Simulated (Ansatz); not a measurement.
The parent structure is Ti in the hcp (Mg type) structure (space group P6_3/mmc, No. 194; a = 2.940 Å, c = 4.654 Å; relaxed with 0.1 eV smearing). Axes: x lies along a and z along c of the hexagonal cell.

Computed with PBE/PAW in Ansatz (an electronic-structure program), without spin-orbit coupling.

Modification: the cell is stretched by 2.50 % along z with no lateral relaxation, atoms relaxed at fixed cell.

Predict the stress tensor and what it implies for the stiffness.

Stress of the strained cell less that of the base (GPa, compression positive):
```
   -1.8     0.0     0.0
    0.0    -1.8     0.0
    0.0     0.0    -4.4
```

Then −Δσ_ii/ε with ε = 0.0250 gives secant stiffness values (nonlinear terms included at this strain): C33 ≈ 175 GPa, C13 ≈ 70 GPa and C23 ≈ 70 GPa.

As a check, the harmonic strain energy −½ V₀ Δσ:ε is 5.9 meV/atom; the computed energy rise is 6.0 meV/atom.

Stability against distortions was not tested. The final runs are not spin-polarised.
